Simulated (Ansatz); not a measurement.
Start from SiC in the zinc blende structure (space group F-43m, No. 216; a = 4.357 Å). Axes: x, y, z lie along the cube axes.

Level of theory: r2SCAN/PAW in Ansatz (a first-principles code), scalar-relativistic without spin-orbit coupling, earlier PAW set.

It is then changed as follows: uniaxial strain ε_zz = −2.39 %, all other strain components held at zero; the atoms relax in the strained cell.

**Question.** Predict the stress tensor and what it implies for the stiffness.

**Answer.** Stress of the strained cell less that of the base (GPa, compression positive):
```
   3.57    0.00    0.00
   0.00    3.57    0.00
   0.00    0.00   10.02
```

Then −Δσ_ii/ε with ε = -0.0239 gives secant stiffness values (nonlinear terms included at this strain): C33 ≈ 419 GPa, C13 ≈ 149 GPa and C23 ≈ 149 GPa.

As a check, the harmonic strain energy −½ V₀ Δσ:ε is 7.7 meV/atom; the computed energy rise is 7.7 meV/atom.

Stability against distortions was not tested.
